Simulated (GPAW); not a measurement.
GPAW run on V (Im-3m, 1 atom in the cell): self-consistent single point.

Computed with PBE, GPAW PAW datasets PBE (gpaw-data 1.0.1) (plane waves; GPAW).

The change in words: lattice scaled by 0.98; kpts: 11 11 11 → 24 24 24. Reference geometry:
```xyz
1
Lattice="-1.5074 1.5074 1.5074 1.5074 -1.5074 1.5074 1.5074 1.5074 -1.5074" Properties=species:S:1:pos:R:3 pbc="T T T"
V      0.0000     0.0000     0.0000
```

Reference input (self-consistent single point, DFT PBE, plane waves, GPAW PAW datasets PBE (gpaw-data 1.0.1)): mode = pw; ecut = 800 eV; xc = PBE; kpts = 11 11 11; mesh shift (steps) = 0 0 0; occupations.name = methfessel-paxton; occupations.width = 0.1 eV; occupations.order = 0; nbands = -5; symmetry.symmorphic = false; symmetry.tolerance = 0.0005; maxiter = 120. This run's input differs from it in these lines:

```diff
@@ -5,5 +5,5 @@
 atoms = Atoms(['V'],
-              cell=[[-1.507425, 1.507425, 1.507425],
-                    [1.507425, -1.507425, 1.507425],
-                    [1.507425, 1.507425, -1.507425]],
+              cell=[[-1.477276, 1.477276, 1.477276],
+                    [1.477276, -1.477276, 1.477276],
+                    [1.477276, 1.477276, -1.477276]],
               positions=[[0.000000, 0.000000, 0.000000]],
@@ -13,3 +13,3 @@
             xc='PBE',
-            kpts=(11, 11, 11),
+            kpts={'size': (24, 24, 24), 'gamma': True},
             occupations={'name': 'methfessel-paxton', 'width': 0.1, 'order': 0},
```

Output, abridged:

```
     iter     time        total  log10-change:
                         energy   eigst   dens
iter:   1 --:--:--    -8.778509
iter:   2 --:--:--    -8.748655   -0.36  -1.45
iter:   3 --:--:--    -8.809983   -0.40  -1.47
iter:   4 --:--:--    -8.540470   -1.81  -1.52
iter:   5 --:--:--    -9.009777   -0.64  -1.78
iter:   6 --:--:--    -8.501202   -1.23  -1.45
iter:   7 --:--:--    -8.492717   -2.23  -2.27
iter:   8 --:--:--    -8.495705   -3.58  -3.23
iter:   9 --:--:--    -8.492981c  -3.08  -2.59
iter:  10 --:--:--    -8.824063   -1.18  -2.95
iter:  11 --:--:--    -8.560454   -0.90  -1.53
iter:  12 --:--:--    -8.493150   -2.26  -1.91
iter:  13 --:--:--    -8.492897   -3.66  -2.98
iter:  14 --:--:--    -8.492902c  -5.21  -3.55
iter:  15 --:--:--    -8.492874c  -4.98  -3.59
iter:  16 --:--:--    -8.492873c  -6.87  -4.24c
iter:  17 --:--:--    -8.492878c  -6.13  -5.16c
iter:  18 --:--:--    -8.492873c  -5.92  -4.07c
iter:  19 --:--:--    -8.492873c  -7.32  -4.36c
iter:  20 --:--:--    -8.492873c  -7.01  -4.95c
iter:  21 --:--:--    -8.492874c  -6.82  -4.34c
iter:  22 --:--:--    -8.492874c  -8.23c -5.62c
Converged after 22 iterations.

Dipole moment: (0.000000, -0.000000, -0.000000) |e|*Ang

Energy contributions relative to reference atoms: (reference = -25820.495562)

Kinetic:         -0.111923
Potential:       -0.042031
External:        +0.000000
XC:              -8.484429
Entropy (-ST):   -0.008687
Local:           +0.149853
SIC:             +0.000000
--------------------------
Free energy:     -8.497217
Extrapolated:    -8.492874

Showing only first 2 kpts
 Kpt  Band  Eigenvalues  Occupancy
  0     4      3.38782    2.00000
  0     5     10.46696    0.00000
  0     6     10.46696    0.00000
  0     7     10.46696    0.00000

  1     4      3.46049    2.00000
  1     5     10.43488    0.00000
  1     6     10.46078    0.00000
  1     7     10.51988    0.00000

Fermi level: 10.04053

No gap
No difference between direct/indirect transitions
Energy (eV): -8.492874

Forces in eV/Ang:
  0 V     0.00000    0.00000    0.00000

Stress tensor:
    -0.061353    -0.000000    -0.000000
    -0.000000    -0.061353     0.000000
    -0.000000     0.000000    -0.061353
Stress (GPa, Voigt): [-9.8299 -9.8299 -9.8299  0.     -0.     -0.    ]
```

The run converged in 22 iterations. GPAW prints stress with tension positive. Against the reference run the free energy rises by 16.9 meV/atom and the pressure goes from -1.84 to 9.83 GPa.

The starting cell has typed, rounded lattice constants, without a prior relaxation at this level. Its lattice was rescaled by up to half a per cent. For this run, on top of that: lattice scaled by 0.98. Spin polarisation is off. With a pressure of about 10 GPa the cell is away from its equilibrium volume at this level.

Cost on one core of a shared machine: roughly 2 min.
